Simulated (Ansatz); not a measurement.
The reference is KF in the rock salt structure (space group Fm-3m, No. 225; a = 5.3068 Å). Axes: x, y, z lie along the cube axes.

One thing is altered: tensile biaxial strain of 0.83 % in the plane normal to [111], as in epitaxy on a mismatched substrate; the out-of-plane cell vector and the atoms relax.

The values are results of PBEsol (Ansatz, a program for electronic structure, PAW, without spin-orbit coupling), not measurements.

Question: Give the band edges at the high-symmetry points of the new zone, measured from its valence-band maximum.

Answer: 
| point | valence edge (eV) | conduction edge (eV) |
|---|---|---|
| Γ | 0.00 | 6.10 |
| T | -0.40 | 9.06 |
| H₂ | -0.17 | 9.65 |
| H₀ | -0.17 | 9.65 |
| L | -0.36 | 9.01 |
| S₀ | -0.20 | 8.84 |
| S₂ | -0.20 | 8.84 |
| F | -0.06 | 8.11 |

The gap is 6.10 eV, direct at Γ.

Whether these cells are dynamically stable was not tested. Labels are those of the standard path for the cell's own space group.
